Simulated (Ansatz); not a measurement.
## A computed series for hypothetical Fddd WSi2: pressure series

Base system: WSi2 (space group Fddd, No. 70; a = 4.557 Å, b = 7.874 Å, c = 8.915 Å; a hypothetical phase, not in the database extracts checked).

Cell and atoms are relaxed at each pressure.

The values are results of DFT with PBEsol, PAW potentials and a 420 eV plane-wave cutoff in Ansatz (an electronic-structure program), no spin-orbit coupling, not measurements.

Notes on the quantities. enthalpy: H = E + PV relative to the base's energy.

```csv
change,enthalpy,volume per atom
base,–,13.33 Å³
pressure −2 GPa,-0.17 eV/atom,13.45 Å³
pressure −1 GPa,-0.08 eV/atom,13.39 Å³
pressure 0.3 GPa,+0.02 eV/atom,13.31 Å³
pressure 0.7 GPa,+0.06 eV/atom,13.29 Å³
pressure 1.5 GPa,+0.12 eV/atom,13.24 Å³
pressure 3 GPa,+0.25 eV/atom,13.16 Å³
pressure 5 GPa,+0.41 eV/atom,13.05 Å³
pressure 7.5 GPa,+0.61 eV/atom,12.93 Å³
pressure 10 GPa,+0.81 eV/atom,12.81 Å³
```

Load acts through the strain it causes; cell and atoms are relaxed under it. No phonon test of stability was made. Competing high-pressure phases were not computed. All final runs are without spin polarisation.
